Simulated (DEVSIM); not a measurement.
Structure: Pt/AlN/n-Si capacitor, at 250 K.

```tsv
layer (left to right)	material	thickness (nm)	Nd (cm⁻³)
1	AlN	17.0	-
2	Si	720	6.4e17
```

Metal gate on the left, work function 5.6 eV. Fixed charge at the semiconductor interface -4.6e10 cm⁻² (in units of +e); no interface traps.

This is a model device: material constants are rounded textbook-type values typed into the input, and sizes, dopings and lifetimes were drawn at random. Values at 300 K; Nc and Nv go as T^1.5, mobilities as T to minus their exponent, the gap by Varshni's rule with the affinity fixed.

```tsv
parameter	AlN	Si
gap (eV)	6.1	1.124
affinity (eV)	1.9	4.05
permittivity	8.5	11.7
Nc (cm⁻³)	-	2.86e19
Nv (cm⁻³)	-	3.1e19
Varshni α (eV/K)	-	0.000473
Varshni β (K)	-	636
```

Model (solved in DEVSIM): 1D Poisson equation in equilibrium, Boltzmann statistics, complete ionisation; no quantum confinement or tunnelling. Metal contacts follow the ideal Schottky-Mott rule: no Fermi-level pinning, no interface dipoles.

The substrate doping was swept, all else fixed.

| substrate doping (cm^-3) | flat-band voltage (V) | minimum of the low-frequency capacitance (μF/cm²) |
|---|---|---|
| 3.2e16 | 1.43 | 0.0570 |
| 6.4e16 | 1.44 | 0.0714 |
| 1.3e17 | 1.46 | 0.0932 |
| 3.2e17 | 1.48 | 0.129 |
| 6.4e17 | 1.49 | 0.161 |
| 1.3e18 | 1.51 | 0.196 |

From the first row to the last the flat-band voltage goes from 1.43 to 1.51. From the first row to the last the minimum of the low-frequency capacitance goes from 0.0570 to 0.196.
